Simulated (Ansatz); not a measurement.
NH2 on the 1x1 (110) surface of bcc Mo, one in a 2x2 cell, energies for each (28.3 Å²). Energies are against NH3(g) − ½ H2(g), without zero-point or thermal terms; each row is named by its start. No converged result for: 2 more starts.

These are PBE (plane waves to 420 eV, PAW; Ansatz, an electronic-structure program) values and carry that method's errors.

Slab: 19 atoms, 6.5 Å thick at the start under the adsorbate (thin: gaps and levels are the slab's own); k 6x6x1, smearing 0.1 eV, dipole-corrected; 8 atoms held, the rest relaxed; each run with such symmetry as its start has; no spin, no spin-orbit, no U, no dispersion correction.

A negative adsorption energy means that the adsorbate is more stable on the surface than in its reference. Heights count from the host atoms within 0.3 Å of the top one.

| starting site | E_ads (eV) | height (Å) | nearest host atom (Å) | bonded to | Δ work function (eV) | lateral drift (Å) |
|---|---|---|---|---|---|---|
| bridge Mo-Mo (span 2.7 Å) | … | … | Mo 2.18 | 2 Mo | … | 0.0 |
| bridge Mo-Mo (span 3.2 Å) | … | 1.59 | Mo 2.19 | 2 Mo | -1.36 | 0.0 |

Q: Complete the blanks.

A: 
- bridge Mo-Mo (span 2.7 Å), E_ads (eV): -0.97
- bridge Mo-Mo (span 2.7 Å), height (Å): 1.76
- bridge Mo-Mo (span 2.7 Å), Δ work function (eV): -1.18
- bridge Mo-Mo (span 3.2 Å), E_ads (eV): -0.60
